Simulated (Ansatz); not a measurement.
## Mg: Mg → Be

Base system: Mg in the hcp (Mg type) structure (space group P6_3/mmc, No. 194; a = 3.167 Å, c = 5.188 Å).

One thing is altered: full substitution Mg → Be, then cell and atoms are relaxed.

Level of theory: PBEsol (Ansatz, a first-principles code, PAW, no spin-orbit coupling). k-mesh 23×23×13 (Γ-centred); smearing 0.05 eV (Fermi–Dirac), for the changed cell.

| quantity | base | changed | shift |
|---|---|---|---|
| volume per atom | 22.53 Å³ | 7.84 Å³ | -14.69 Å³ |
| density | 1.79 g/cm³ | 1.91 g/cm³ | +0.12 g/cm³ |
| c/a ratio | 1.638 | 1.574 | -0.064 |
| shortest interatomic distance | 316.7 pm | 220.3 pm | -96.4 pm |
| band gap | zero | zero | – |

Final structure:

```xyz
2
Lattice="2.2572 0.0000 0.0000 -1.1286 1.9548 0.0000 0.0000 0.0000 3.5529" Properties=species:S:1:pos:R:3 pbc="T T T"
Be     0.0000     1.3032     2.6647
Be     1.1286     0.6516     0.8882
```

Cost of the whole job for the changed cell (relaxation, final SCF and bands): about 70 core-seconds (a rough figure).

Whether these cells are dynamically stable was not tested.
